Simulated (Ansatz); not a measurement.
Input for fcc Pd (1 1 0) on germanium (1 1 0) (film strained to the substrate, started from cuts of the bulks and a machine-learned relaxation):

Ansatz 0.2 input:
```yaml
crystal:
  lattice:
    - [4.072935, 0.0, -0.022224905]
    - [4.072935, 5.76, 0.019940066]
    - [0.848593359, -1.222395713, 26.16653608]
  atoms:
    - { symbol: Ge, position: [0.121269583, 0.579252331, 0.096984564] }
    - { symbol: Ge, position: [0.373881431, 0.847574109, 0.093923057] }
    - { symbol: Ge, position: [-0.04978438, -0.030560811, 0.012421532] }
    - { symbol: Ge, position: [0.516695973, 0.433714645, 0.0129275] }
    - { symbol: Ge, position: [0.103313678, 0.585445353, 0.252581025] }
    - { symbol: Ge, position: [0.356666051, 0.832719507, 0.248988295] }
    - { symbol: Ge, position: [0.108933505, 0.088765651, 0.174199542] }
    - { symbol: Ge, position: [0.362487075, 0.334408197, 0.173364208] }
    - { symbol: Ge, position: [0.076745326, 0.599548995, 0.409732685] }
    - { symbol: Ge, position: [0.335186966, 0.850024641, 0.401488066] }
    - { symbol: Ge, position: [0.08407969, 0.096497343, 0.326280491] }
    - { symbol: Ge, position: [0.333488344, 0.346194255, 0.330396169] }
    - { symbol: Ge, position: [0.845824961, 0.644879959, 0.58139779] }
    - { symbol: Ge, position: [0.231490805, 0.786456541, 0.522323452] }
    - { symbol: Ge, position: [0.081331289, 0.133237387, 0.477895063] }
    - { symbol: Ge, position: [0.33946765, 0.376365093, 0.49598518] }
    - { symbol: Pd, position: [0.282712538, 0.210932154, 0.656904452] }
    - { symbol: Pd, position: [0.789432944, 0.712535818, 0.670994894] }
    - { symbol: Pd, position: [0.571802862, 0.416323061, 0.596742281] }
    - { symbol: Pd, position: [0.064817407, 0.936006276, 0.610612053] }
    - { symbol: Pd, position: [0.758968406, 0.725578824, 0.771894051] }
    - { symbol: Pd, position: [0.25530575, 0.230408023, 0.763341779] }
    - { symbol: Pd, position: [0.017955552, 0.975126381, 0.715794598] }
    - { symbol: Pd, position: [0.532201749, 0.461234663, 0.711532732] }
    - { symbol: Pd, position: [0.236947865, 0.229191806, 0.868473668] }
    - { symbol: Pd, position: [0.738771457, 0.726265709, 0.874086126] }
    - { symbol: Pd, position: [0.499706172, 0.476811721, 0.817029205] }
    - { symbol: Pd, position: [0.993012254, 0.982983593, 0.818003137] }
    - { symbol: Pd, position: [0.712272793, 0.720456862, 0.987107679] }
    - { symbol: Pd, position: [0.225215006, 0.221928655, 0.97923922] }
    - { symbol: Pd, position: [0.981260018, -0.021187931, 0.920483952] }
    - { symbol: Pd, position: [0.471297759, 0.48116598, 0.92136795] }
basis:
  ecutwfc: 420
  ecutrho_ratio: 4
  xc_grid: 2
kpoints:
  mp_grid: { grid: [9, 6, 1] }
hamiltonian:
  xc: pbe
  dispersion: none
  pseudopotentials: { kind: paw }
scf:
  n_extra_bands: 62
  occupations: { method: fermi_dirac, width: 0.05 }
output:
  forces: true
  stress: true
  eigenstates:
    kpoints:
      - [0, 0, 0]
      - [0.5, 0, 0]
      - [0, 0.5, 0]
      - [0.5, 0.5, 0]
    e_range: [-3.5, 3.5]
    localisation: true
relax:
  f_tol: 0.04
  max_steps: 70
  cell: { fix: [a, b, gamma], stress_tol: 0.3 }
```

Calculation: PBE (plane waves to 420 eV, PAW; Ansatz, an electronic-structure program). Spin–orbit coupling is left out; the runs are not spin-polarised. Its k-point mesh 9×6×1, Fermi–Dirac width 0.05 eV.

**Question.** Write the closing report of this run, without the band table and long remarks, to eight decimals at most.

**Answer.** 
```
SCF converged after 9 iterations
Free energy (F): -180285.860770 eV
Harris-Foulkes:  -180285.860770 eV  (|F-HF|=6.69e-10)
Internal energy: -180285.621313 eV  (E = F + TS)
E sigma→0 (E₀):  -180285.741042 eV
Entropy (-TS):   -0.239457 eV (-7.483 meV/atom)
Fermi energy:    12.103329 eV
--- Per-component energies (eV) ---
  E_band       = -5942.549018
  E_kinetic    = 9981.458480
  E_local      = -190008.300240  (includes V_loc(G=0)·N_el)
  E_nonlocal   = 10161.442637
  E_hartree    = 89293.550361
  E_xc         = -3897.615404
  E_vxc        = -4405.246232  (∫ρ·V_xc dr)
  E_paw        = -92312.325520  (= ΣΔE_a)
  E_vpaw       = -10259.024993  (= ΣTr[D̂ρ^β])
  E_aug_tail   = 0.008287  (compensation charges beyond the density's cutoff)
  E_ewald      = -3503.839913
  E_smearing   = -0.239457  (= −TS)
  E_closure    = 0.000000  (closes the sum)
  Σ components = -180285.860770   (vs F -180285.860770, Δ=0.00e0)
--- Forces (eV/Å), atoms counted from 1 ---
  atom   1  Ge     0.00314911     0.01510279    -0.01166131
  atom   2  Ge    -0.01515956     0.00015088     0.01604135
  atom   3  Ge     0.01155891    -0.00911988     0.00178534
  atom   4  Ge     0.00766021    -0.00330081     0.01722154
  atom   5  Ge    -0.00529781     0.00935835     0.01994665
  atom   6  Ge    -0.00145973     0.00755690    -0.01923375
  atom   7  Ge     0.00522210    -0.01102738     0.00789664
  atom   8  Ge     0.00545217     0.01141924    -0.01365848
  atom   9  Ge     0.00104444    -0.00149637     0.01329487
  atom  10  Ge    -0.00044852    -0.01808762    -0.01391663
  atom  11  Ge    -0.00178757    -0.00250758     0.03434428
  atom  12  Ge     0.00271380     0.00691377    -0.03138522
  atom  13  Ge     0.01117447     0.00733003    -0.00126408
  atom  14  Ge     0.01125060    -0.03318756    -0.03999218
  atom  15  Ge     0.02207865    -0.01122251     0.03087544
  atom  16  Ge    -0.00611816     0.00015250    -0.01053028
  atom  17  Pd    -0.00351367     0.00058019     0.01322098
  atom  18  Pd     0.00984269     0.00042788    -0.00609808
  atom  19  Pd     0.00221203     0.01460605     0.02456189
  atom  20  Pd    -0.02186610     0.01750070    -0.00973383
  atom  21  Pd    -0.00114806     0.00385804    -0.00060079
  atom  22  Pd    -0.00539719     0.00679549    -0.00406436
  atom  23  Pd    -0.00944268    -0.00079669    -0.01031643
  atom  24  Pd     0.00063098     0.00398701     0.00641935
  atom  25  Pd    -0.00206181    -0.00724633    -0.00416276
  atom  26  Pd    -0.00216594    -0.00485867     0.00429404
  atom  27  Pd    -0.00282820     0.00276152     0.00594366
  atom  28  Pd    -0.00156963     0.00097591    -0.00435194
  atom  29  Pd    -0.00472715     0.00390361    -0.01623591
  atom  30  Pd    -0.00204342    -0.00150577    -0.00131508
  atom  31  Pd    -0.00389230    -0.00378409    -0.00299344
  atom  32  Pd    -0.00306332    -0.00523872     0.00568993
  max |Σ_I F_I| component: 2.14e-5 eV/Å
--- Stress (GPa, compression-positive) ---
       -2.668656      -0.000116      -0.110516
       -0.000116      -1.525064       0.014249
       -0.110516       0.014249       0.027159
  P = ⅓ Tr σ = -1.3889 GPa (-13.889 kbar)
--- Relaxed structure (21 steps of the walk, 20 accepted, 1 SCFs on fresh bases) ---
  F+E_penalty+E_count = -180285.86077049 eV   max|allowed force component| = 3.999e-2 eV/Å   (the final SCF, on the basis selected at the relaxed cell)
  cell:  # Å, volume = 627.3207 Å³
    - [4.07205390, 0.00062520, 0.08757917]
    - [4.07325680, 5.75977166, -0.02016314]
    - [1.55721694, -1.90781143, 26.81884039]
  atoms:
    - { symbol: Ge, position: [0.23049743, 0.58082921, 0.10354295] }
    - { symbol: Ge, position: [0.50463843, 0.81547992, 0.08745471] }
    - { symbol: Ge, position: [-0.16047784, 0.00952978, 0.01483565] }
    - { symbol: Ge, position: [0.38945395, 0.46294232, 0.01162209] }
    - { symbol: Ge, position: [0.11080382, 0.62364367, 0.24780130] }
    - { symbol: Ge, position: [0.36745056, 0.86943228, 0.24288350] }
    - { symbol: Ge, position: [0.18516004, 0.08952195, 0.16630832] }
    - { symbol: Ge, position: [0.43706653, 0.33389444, 0.17328583] }
    - { symbol: Ge, position: [-0.03637133, 0.68968999, 0.40104279] }
    - { symbol: Ge, position: [0.22262685, 0.93415383, 0.39435657] }
    - { symbol: Ge, position: [0.04155209, 0.15472329, 0.31879049] }
    - { symbol: Ge, position: [0.28760925, 0.40571689, 0.32422434] }
    - { symbol: Ge, position: [0.99920602, 0.57395850, 0.57914498] }
    - { symbol: Ge, position: [0.00756394, 1.05773004, 0.54714364] }
    - { symbol: Ge, position: [-0.11613296, 0.23269734, 0.46664742] }
    - { symbol: Ge, position: [0.12412098, 0.48595469, 0.48153812] }
    - { symbol: Pd, position: [0.42151754, 0.10962127, 0.66435734] }
    - { symbol: Pd, position: [0.91525962, 0.61216895, 0.67091213] }
    - { symbol: Pd, position: [0.70945817, 0.34637322, 0.61502296] }
    - { symbol: Pd, position: [0.23575393, 0.82263327, 0.61342414] }
    - { symbol: Pd, position: [0.82266858, 0.65464345, 0.77160959] }
    - { symbol: Pd, position: [0.32646181, 0.15277876, 0.76806197] }
    - { symbol: Pd, position: [0.12133856, 0.88314958, 0.71805310] }
    - { symbol: Pd, position: [0.62339232, 0.37981996, 0.71864980] }
    - { symbol: Pd, position: [0.22471512, 0.20216535, 0.87041000] }
    - { symbol: Pd, position: [0.72006092, 0.70494473, 0.87402527] }
    - { symbol: Pd, position: [0.52449639, 0.42839653, 0.82094985] }
    - { symbol: Pd, position: [1.02294722, 0.92908659, 0.82074534] }
    - { symbol: Pd, position: [0.61465165, 0.74877032, 0.98826101] }
    - { symbol: Pd, position: [0.12960613, 0.24288480, 0.97409519] }
    - { symbol: Pd, position: [0.92664640, -0.02746637, 0.92310639] }
    - { symbol: Pd, position: [0.41901637, 0.48041624, 0.92218964] }
```

Cost: roughly 110 core-minutes.
